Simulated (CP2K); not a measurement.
Band structure of Mg3Sc (Pm-3m, 4 atoms in the cell).

```yaml
crystal:
  lattice:
    - [4.62552, 0.00000, 0.00000]
    - [0.00000, 4.62552, 0.00000]
    - [0.00000, 0.00000, 4.62552]
  atoms:
    - { symbol: Mg, position: [0.50000, 0.50000, 0.00000] }
    - { symbol: Mg, position: [0.00000, 0.50000, 0.50000] }
    - { symbol: Mg, position: [0.50000, 0.00000, 0.50000] }
    - { symbol: Sc, position: [0.00000, 0.00000, 0.00000] }
```

Method: CP2K with PBEsol, GPW, DZVP-MOLOPT-SR-GTH basis, GTH-PBE potentials (GTH_POTENTIALS).

Settings: CUTOFF = 1000 Ry; REL_CUTOFF = 50 Ry; SMEAR/METHOD = FERMI_DIRAC; ELECTRONIC_TEMPERATURE = 580.23 K; KPOINTS/SCHEME = MONKHORST-PACK 10 10 10; GAMMA_CENTERED = T; XC_FUNCTIONAL = PBE:PBESOL; Mg/BASIS_SET = DZVP-MOLOPT-SR-GTH; Mg/POTENTIAL = GTH-PBE-q10; Sc/BASIS_SET = DZVP-MOLOPT-SR-GTH; Sc/POTENTIAL = GTH-PBE-q11; METHOD = GPW; EPS_DEFAULT = 1e-10; EXTRAPOLATION = USE_GUESS.

The starting cell comes from a database of computed structures (which also holds hypothetical and non-ambient phases and stackings), without a prior relaxation at this level. Its lattice was rescaled by a random factor within 2.5 % of one. Values carry the incompleteness of an atom-centred basis. The potentials were made for another functional than the one used.

Levels in eV from the Fermi level, bands 17 to 22:
```csv
point,17,18,19,20,21,22
Γ,-6.30,-0.62,-0.62,0.30,0.30,0.30
X,-4.63,-4.40,-0.11,0.03,0.03,1.42
M,-3.38,-2.77,-2.77,-2.44,0.53,0.53
R,-1.86,-1.86,-1.86,-1.52,-1.03,-1.03
```

Bands cross the Fermi level along this path, so the cell is metallic at this level.

Higher empty bands are left out: an atom-centred basis made for the valence describes them poorly.
